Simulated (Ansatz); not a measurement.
Functionals compared on the (11-23) surface of hcp Lu in its 1x1 cell, outermost plane spacing 0.63 Å in the ideal cut, in Ansatz (plane waves, PAW). The structure was relaxed with PBE; the other rows are single points on it, each with its references at the same level. Cutoff 420 eV (500 eV for r2SCAN).

Slab: 17 atoms, 10.1 Å thick at the start (thin: gaps and levels are the slab's own); k 7x5x1, smearing 0.1 eV, dipole-corrected; all atoms relaxed; start symmetry kept, larger cells not searched; no spin, no spin-orbit, no U. These notes are the PBE run's.

| functional | surface energy (J/m²) | work function of the top face (eV) | rough cost of the single point |
|---|---|---|---|
| PBE | 1.21 | 2.98 | – |
| LDA | 1.39 | 3.17 | about 11 core-minutes (a rough figure) |
| PBEsol | [?] | [?] | about 12 core-minutes (a rough figure) |
| RPBE | 1.11 | 2.87 | around 15 core-minutes (rough) |
| r2SCAN | 1.34 | 2.99 | roughly 22 core-minutes |

### Question
Fill in the missing entries.

### Answer

- PBEsol, surface energy (J/m²): 1.34
- PBEsol, work function of the top face (eV): 3.04

Ansatz is an electronic-structure program.
